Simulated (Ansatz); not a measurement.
Take CuI in the zinc blende structure (space group F-43m, No. 216) as the base.

```
CELL_PARAMETERS angstrom
      0.00000     3.01140     3.01140
      3.01140     0.00000     3.01140
      3.01140     3.01140     0.00000
ATOMIC_POSITIONS crystal
  Cu 0.00000 0.00000 0.00000
  I  0.25000 0.25000 0.25000
```

Cartesian axes are those of the cell as printed.

All numbers come from r2SCAN (Ansatz, a program for electronic structure), no spin-orbit coupling.

One thing is altered: every lattice vector is stretched by 3.00 %, atoms relaxed at fixed cell.

Question: Predict the stress tensor and what it implies for the stiffness.

Answer: Stress of the strained cell less that of the base (GPa, compression positive):
```
  -3.09    0.00    0.00
   0.00   -3.09    0.00
   0.00    0.00   -3.09
```

Then B = −ΔP/(ΔV/V₀) with ΔV/V₀ = 0.0927 gives secant stiffness values (nonlinear terms included at this strain): B ≈ 33 GPa.

As a check, the harmonic strain energy −½ V₀ Δσ:ε is 24 meV/atom; the computed energy rise is 27 meV/atom.

Stability against distortions was not tested. The final runs are not spin-polarised.
